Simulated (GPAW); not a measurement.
Input and output of a self-consistent single point for MgC2 (P1, 6 atoms in the cell) (GPAW).

Computed with LDA (Perdew-Wang 92), GPAW PAW datasets LDA (gpaw-data 1.0.1) (plane waves; GPAW 25.7.0).

```
MgC2
1.0
    3.95078     0.00000     0.00000
    0.00000     3.95078     0.00000
    0.00000     0.00000     4.98709
Mg C
2 4
Direct
  0.50621   0.50036   0.00466
  0.03098   0.00109   0.50496
  0.87402   0.87370   0.98895
  0.10464   0.11844   0.00443
  0.60303   0.40172   0.49513
  0.38111   0.60469   0.50187
```

Reference input (self-consistent single point, DFT PBEsol, plane waves, GPAW PAW datasets PBEsol (made by gpaw-setup)): mode = pw; ecut = 900 eV; xc = PBEsol; kpts = 6 6 5; mesh shift (steps) = 0 0 0; occupations.name = fermi-dirac; occupations.width = 0.02 eV; nbands = -6; convergence.density = 1e-05 e/electron; convergence.bands = -4; symmetry.symmorphic = false; symmetry.tolerance = 0.0005. This run's input differs from it in these lines:

```diff
@@ -17,3 +17,3 @@
 calc = GPAW(mode={'name': 'pw', 'ecut': 900},
-            xc='PBEsol',
+            xc='LDA',
             kpts={'size': (6, 6, 5), 'gamma': True},
```

Its files differ too (potentials: GPAW PAW datasets LDA (gpaw-data 1.0.1)).

Log, with long lists cut:

```
     iter     time        total  log10-change:
                         energy   eigst   dens
iter:   1 --:--:--   -46.141221   +0.57
iter:   2 --:--:--   -45.216266   -0.43  -0.91
iter:   3 --:--:--   -40.958742   +0.38  -0.94
iter:   4 --:--:--   -40.812206   -1.44  -1.41
iter:   5 --:--:--   -41.404185   -1.03  -1.42
iter:   6 --:--:--   -40.839023   -0.65  -1.35
iter:   7 --:--:--   -40.721065   -1.98  -1.72
iter:   8 --:--:--   -40.721525   -3.03  -2.32
iter:   9 --:--:--   -40.721529c  -3.73  -2.51
iter:  10 --:--:--   -40.719872c  -3.07  -2.51
iter:  11 --:--:--   -40.719553c  -4.99  -2.93
iter:  12 --:--:--   -40.719699c  -3.87  -3.08
iter:  13 --:--:--   -40.719498c  -4.45  -3.05
   [... 3 lines left out ...]
iter:  17 --:--:--   -40.719493c  -5.82  -4.07
iter:  18 --:--:--   -40.719496c  -5.54  -3.94
iter:  19 --:--:--   -40.719490c  -6.15  -3.90
iter:  20 --:--:--   -40.719490c  -7.01  -4.54
iter:  21 --:--:--   -40.719490c  -8.35c -4.56
iter:  22 --:--:--   -40.719490c  -7.65c -4.66
iter:  23 --:--:--   -40.719490c  -8.22c -4.75
iter:  24 --:--:--   -40.719490c  -8.19c -5.01c
Converged after 24 iterations.

Dipole moment: (-2.245480, -0.302722, 0.841084) |e|*Ang

Energy contributions relative to reference atoms: (reference = -14929.670185)

Kinetic:        +29.080848
Potential:      -28.121316
External:        +0.000000
XC:             -41.585788
Entropy (-ST):   -0.000000
Local:           -0.093234
SIC:             +0.000000
--------------------------
Free energy:    -40.719490
Extrapolated:   -40.719490

Showing only first 2 kpts
 Kpt  Band  Eigenvalues  Occupancy
  0    16      1.60914    2.00000
  0    17      1.98145    2.00000
  0    18      4.44249    0.00000
  0    19      6.99654    0.00000

  1    16      1.73309    2.00000
  1    17      1.85892    2.00000
  1    18      4.60696    0.00000
  1    19      6.88531    0.00000

Fermi level: 3.10372

Gap: 2.326 eV
Transition (v -> c):
   [... lines left out ...]
Direct gap: 2.461 eV
   [... lines left out ...]
  0 Mg   -0.48734   -0.57619   -0.02327
  1 Mg   -0.75539    0.83833   -0.05176
  2 C     3.88372    4.23498    0.48869
  3 C    -3.30938   -3.69039   -0.41104
  4 C     4.61281   -4.52689   -0.08018
  5 C    -3.94413    3.72028    0.07774

Stress tensor:
     0.018233     0.078109     0.004647
     0.078109     0.029961    -0.002094
     0.004647    -0.002094     0.027589
Stress (GPa, Voigt): [ 2.9212  4.8003  4.4202 -0.3354  0.7446 12.5144]
```

The run converged in 24 iterations. GPAW prints stress with tension positive. Against the reference run the largest force goes from 7.029 to 6.464 eV/Å and the gap on the mesh goes from 2.314 to 2.326 eV.

At such cutoffs GPAW's stress carries a finite-basis (Pulay) error, which enters relaxed cells too; its log prints stress with tension positive.

The starting cell comes from a database of computed structures (which also holds hypothetical and non-ambient phases and stackings), without a prior relaxation at this level. Its atoms were displaced at random from the sites of space group no. 136. Forces in this geometry exceed 1 eV/Å.

Cost on one core of a shared machine: roughly 4 min.
